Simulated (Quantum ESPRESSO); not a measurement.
Input and output of a self-consistent single point for LuCdNi4 (F-43m, 6 atoms in the cell) (Quantum ESPRESSO).

Level of theory: optB86b-vdW, PSlibrary ultrasoft (PBE) pseudopotentials (plane waves; Quantum ESPRESSO 7.5).

```xyz
6
Lattice="0.0000 3.3957 3.3957 3.3957 0.0000 3.3957 3.3957 3.3957 0.0000" Properties=species:S:1:pos:R:3 pbc="T T T"
Lu     5.0935     5.0935     5.0935
Cd     0.0000     0.0000     0.0000
Ni     2.5423     2.5423     2.5423
Ni     2.5423     4.2491     4.2491
Ni     4.2491     4.2491     2.5423
Ni     4.2491     2.5423     4.2491
```

Reference input (self-consistent single point, DFT, PBEsol, plane waves, PSlibrary ultrasoft (PBE) pseudopotentials): ecutwfc = 50 Ry; ecutrho = 600 Ry; occupations = smearing; smearing = gauss; degauss = 0.0099958 Ry; input_dft = pbesol; K_POINTS = automatic 5 5 5 0 0 0; conv_thr = 1e-10 Ry; mixing_beta = 0.4. This run's input differs from it in these lines:

```diff
@@ -17,3 +17,3 @@
    degauss = 0.0099958
-   input_dft = 'pbesol'
+   input_dft = 'vdw-df-ob86'
 /
```

The program printed (abridged):

```
     Self-consistent Calculation

     iteration #  1     ecut=    50.00 Ry     beta= 0.40

     Threshold (ethr) on eigenvalues was too large:
     Diagonalizing with lowered threshold

     total energy              =    -626.68812998 Ry
     estimated scf accuracy    <       0.44985266 Ry

     iteration #  2     ecut=    50.00 Ry     beta= 0.40

     total energy              =    -626.70317868 Ry
     estimated scf accuracy    <       1.55785965 Ry

     iteration #  3     ecut=    50.00 Ry     beta= 0.40

     total energy              =    -626.86186877 Ry
     estimated scf accuracy    <       0.01197760 Ry

   [... 10 blocks of this kind left out ...]

     iteration # 14     ecut=    50.00 Ry     beta= 0.40

     total energy              =    -626.86885867 Ry
     estimated scf accuracy    <          2.2E-10 Ry

     iteration # 15     ecut=    50.00 Ry     beta= 0.40
     End of self-consistent calculation

     the Fermi energy is    14.6195 ev

!    total energy              =    -626.86885867 Ry
     estimated scf accuracy    <          9.1E-12 Ry
     smearing contrib. (-TS)   =      -0.00390511 Ry
     internal energy E=F+TS    =    -626.86495356 Ry

     convergence has been achieved in  15 iterations

     Forces acting on atoms (cartesian axes, Ry/au):

     atom    1 type  1   force =     0.00000000    0.00000000    0.00000000
     atom    2 type  2   force =     0.00000000    0.00000000    0.00000000
     atom    3 type  3   force =     0.00091670    0.00091670    0.00091670
     atom    4 type  3   force =     0.00091670   -0.00091670   -0.00091670
     atom    5 type  3   force =    -0.00091670   -0.00091670    0.00091670
     atom    6 type  3   force =    -0.00091670    0.00091670   -0.00091670

     Total force =     0.003176     Total SCF correction =     0.000014

          total   stress  (Ry/bohr**3)                   (kbar)     P=       64.54
   0.00043871   0.00000000  -0.00000000           64.54        0.00       -0.00
   0.00000000   0.00043871   0.00000000            0.00       64.54        0.00
  -0.00000000   0.00000000   0.00043871           -0.00        0.00       64.54

   JOB DONE.
```

The run converged in 15 iterations. Against the reference run the pressure goes from 3.77 to 6.45 GPa and the largest force goes from 0.025 to 0.041 eV/Å. The full log also holds: “c_bands:  1 eigenvalues not converged”.

The starting cell comes from a database of computed structures (which also holds hypothetical and non-ambient phases and stackings), without a prior relaxation at this level. Its lattice was rescaled by a random factor within 2.5 % of one. Spin-orbit coupling is off. Spin polarisation is off. With a pressure of about 6 GPa the cell is away from its equilibrium volume at this level.

Cost on one core of a shared machine: roughly 4 min.
